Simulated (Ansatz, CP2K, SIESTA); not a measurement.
Code comparison for BiO (R3m, 2 atoms in the cell)

Relaxation of cell and atoms.

```xyz
2
Lattice="1.9999 1.1546 3.1223 -1.9999 1.1546 3.1223 0.0000 -2.3093 3.1223" Properties=species:S:1:pos:R:3 pbc="T T T"
Bi     0.0000     0.0000     0.0681
O      0.0000     0.0000     2.5077
```

Shared settings, as Ansatz (a quantum-chemistry and plane-wave program) writes them: kpoints.mp_grid.grid = 10 10 10; scf.occupations.method = fermi_dirac; scf.occupations.width = 0.1 eV. Potentials and cutoffs stand in the table.

| code | model | final volume (Å³/atom) | cutoff |
|---|---|---|---|
| Ansatz | PBEsol, PAW files made with PBE | 20.78 | 420 eV |
| SIESTA | GGA PBEsol, numerical atomic orbitals TZP, PseudoDojo PBEsol standard norm-conserving potentials (rewritten from UPF to PSML) | 20.82 | grid 400 Ry |
| CP2K | PBEsol, GPW, DZVP-MOLOPT-SR-GTH basis, GTH-PBE potentials (GTH_POTENTIALS) | 21.89 | grid 450 Ry |

On Ansatz's run: spin-orbit coupling is off.

The spread over the programs that give each value: final volume within 1.11 Å³/atom.

SIESTA and CP2K use small atom-centred bases, whose incompleteness enters pressures, forces and empty levels differently from a plane-wave cutoff. The programs treat the finite-basis stress differently while the cell relaxes: Ansatz adds an estimate of it.

The starting cell comes from a database of computed structures (which also holds hypothetical and non-ambient phases and stackings), without a prior relaxation at this level.

Keys are those of Ansatz 0.2.
